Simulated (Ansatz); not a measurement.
# What isotropic strain −2.08 % does to Rh

Start from Rh in the fcc (Cu type) structure (space group Fm-3m, No. 225; a = 3.7816 Å; relaxed with 0.1 eV smearing).

The change: an isotropic linear strain of −2.08 %, atoms relaxed at fixed cell.

Method: PBEsol (Ansatz, a program for electronic structure), without spin-orbit coupling. Settings: 30×30×30 k-points, 0.1 eV Fermi–Dirac smearing.

Shortest interatomic distance: 2.618 Å (base 2.674 Å)
Energy relative to the base (free energy F): +53 meV/atom
Pressure: 21.7 GPa (base 0.0 GPa)
Band gap: zero (base zero)

Final structure:

```
Rh
1.0
    0.00000     1.85146     1.85146
    1.85146     0.00000     1.85146
    1.85146     1.85146     0.00000
Rh
1
Cartesian
  0.00000   0.00000   0.00000
```

Cost of the whole job for the changed cell (relaxation, final SCF and bands): around 16 core-seconds (rough).

No phonon test of stability was made. The final runs are not spin-polarised.
